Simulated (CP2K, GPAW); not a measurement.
A GPAW input for a self-consistent single point of KAlH₃ (Pm-3m, 5 atoms in the cell) (DFT PBEsol, plane waves, GPAW PAW datasets PBEsol (made by gpaw-setup)):

```python
from ase import Atoms
from ase.units import GPa
from gpaw import GPAW

atoms = Atoms(['K', 'Al', 'H', 'H', 'H'],
              cell=[[3.981680, 0.000000, 0.000000],
                    [0.000000, 3.981680, 0.000000],
                    [0.000000, 0.000000, 3.981680]],
              scaled_positions=[[0.500000, 0.500000, 0.500000],
                                [0.000000, 0.000000, 0.000000],
                                [0.000000, 0.500000, 0.000000],
                                [0.500000, 0.000000, 0.000000],
                                [0.000000, 0.000000, 0.500000]],
              pbc=True)

calc = GPAW(mode={'name': 'pw', 'ecut': 800},
            xc='PBEsol',
            kpts={'size': (8, 8, 8), 'gamma': True},
            occupations={'name': 'fermi-dirac', 'width': 0.1},
            nbands=-11,
            convergence={'density': 1e-05, 'energy': 1e-05},
            symmetry={'symmorphic': False, 'tolerance': 0.0005},
            maxiter=100)

atoms.calc = calc

energy = atoms.get_potential_energy()
print('Energy (eV):', round(energy, 6))
forces = atoms.get_forces()
print('Forces (eV/Ang):')
print(forces.round(5))
stress = atoms.get_stress()
print('Stress (GPa, Voigt):', (stress / GPa).round(4))
```

**Question.** Write the same calculation as an input for CP2K.

**Answer.** One input that does it (others would too):

```
&GLOBAL
  PROJECT calc
  RUN_TYPE ENERGY_FORCE
  PRINT_LEVEL MEDIUM
&END GLOBAL
&FORCE_EVAL
  METHOD Quickstep
  STRESS_TENSOR ANALYTICAL
  &DFT
    BASIS_SET_FILE_NAME BASIS_MOLOPT
    POTENTIAL_FILE_NAME GTH_POTENTIALS
    &QS
      METHOD GPW
      EPS_DEFAULT 1E-10
    &END QS
    &MGRID
      CUTOFF 500
      REL_CUTOFF 40
      NGRIDS 5
    &END MGRID
    &SCF
      SCF_GUESS ATOMIC
      EPS_SCF 1E-6
      MAX_SCF 100
      ADDED_MOS 4
      &DIAGONALIZATION
        ALGORITHM STANDARD
      &END DIAGONALIZATION
      &MIXING
        METHOD BROYDEN_MIXING
        ALPHA 0.3
        NBUFFER 8
        BETA 1
      &END MIXING
      &SMEAR ON
        METHOD FERMI_DIRAC
        ELECTRONIC_TEMPERATURE [K] 1160.45
      &END SMEAR
    &END SCF
    &KPOINTS
      SCHEME MONKHORST-PACK 8 8 8
      GAMMA_CENTERED T
    &END KPOINTS
    &XC
      &XC_FUNCTIONAL
        &PBE
          PARAMETRIZATION PBESOL
        &END PBE
      &END XC_FUNCTIONAL
    &END XC
    &PRINT
      &MO
        EIGENVALUES T
        OCCUPATION_NUMBERS T
        NDIGITS 8
        FILENAME mo
        &EACH
          QS_SCF 0
        &END EACH
        ADD_LAST NUMERIC
      &END MO
      &MULLIKEN ON
      &END MULLIKEN
    &END PRINT
  &END DFT
  &SUBSYS
    &CELL
      A 3.98168000 0.00000000 0.00000000
      B 0.00000000 3.98168000 0.00000000
      C 0.00000000 0.00000000 3.98168000
      PERIODIC XYZ
    &END CELL
    &COORD
      SCALED
      K        0.50000000     0.50000000     0.50000000
      Al       0.00000000     0.00000000     0.00000000
      H        0.00000000     0.50000000     0.00000000
      H        0.50000000     0.00000000     0.00000000
      H        0.00000000     0.00000000     0.50000000
    &END COORD
    &KIND K
      BASIS_SET DZVP-MOLOPT-SR-GTH
      POTENTIAL GTH-PBE-q9
    &END KIND
    &KIND Al
      BASIS_SET DZVP-MOLOPT-SR-GTH
      POTENTIAL GTH-PBE-q3
    &END KIND
    &KIND H
      BASIS_SET DZVP-MOLOPT-SR-GTH
      POTENTIAL GTH-PBE-q1
    &END KIND
  &END SUBSYS
  &PRINT
    &FORCES ON
    &END FORCES
    &STRESS_TENSOR ON
    &END STRESS_TENSOR
  &END PRINT
&END FORCE_EVAL
```

Basis settings and potentials, where a program has them, do not carry over. This input uses DFT PBEsol, GPW, DZVP-MOLOPT-SR-GTH basis, GTH-PBE potentials (GTH_POTENTIALS). Both were run: pressure -1.26 GPa in GPAW and -2.37 in CP2K.

On GPAW: the starting cell comes from a database of computed structures (which also holds hypothetical and non-ambient phases and stackings), without a prior relaxation at this level.

On CP2K: the starting cell comes from a database of computed structures (which also holds hypothetical and non-ambient phases and stackings), without a prior relaxation at this level. Values carry the incompleteness of an atom-centred basis. The potentials were made for another functional than the one used.
